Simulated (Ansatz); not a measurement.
## SnSe2: holes 5.0×10^21 cm⁻³

Base system: SnSe2 in the CdI2 type structure (space group P-3m1, No. 164; a = 3.840 Å, c = 6.006 Å; layered, stacked along the Cartesian z axis).

Now apply this change: hole doping at 5.0×10^21 cm⁻³ (0.384 per cell), with a uniform compensating background at fixed cell and a 300 K Fermi–Dirac width.

Level of theory: plane-wave PAW DFT at the PBE-D3(BJ) level (Ansatz, an electronic-structure program, 420 eV), scalar-relativistic without spin-orbit coupling. k-mesh 18×18×10 (Γ-centred); smearing 0.0259 eV (Fermi–Dirac).

```tsv
quantity	base	changed	shift
gap between the host's bands	0.36 eV	0.39 eV	+0.03 eV
gap character	indirect, K–Γ (79 % along) → k = (0, 0.444, 0.300) in the run's primitive reciprocal basis	indirect, K–Γ (79 % along) → k = (0, 0.444, 0.300) in the run's primitive reciprocal basis	–
largest internal atomic displacement	–	0.024 Å	–
Fermi level relative to the doped band's edge (positive inside the band; to 0.05 eV)	–	+0.35 eV	–
```

Final structure:

```
SnSe2
1.0
    3.84028     0.00000     0.00000
   -1.92014     3.32578     0.00000
    0.00000     0.00000     6.00569
Sn Se
1 2
Direct
  0.00000   0.00000   0.00000
  0.33333   0.66667   0.26935
  0.66667   0.33333   0.73065
```
Cell charge +0.383522.

Charged cell with a jellium background: band edges are those of the host's band count, energies are not comparable with the neutral cell, and many-body gap narrowing is missing. No phonon test of stability was made.
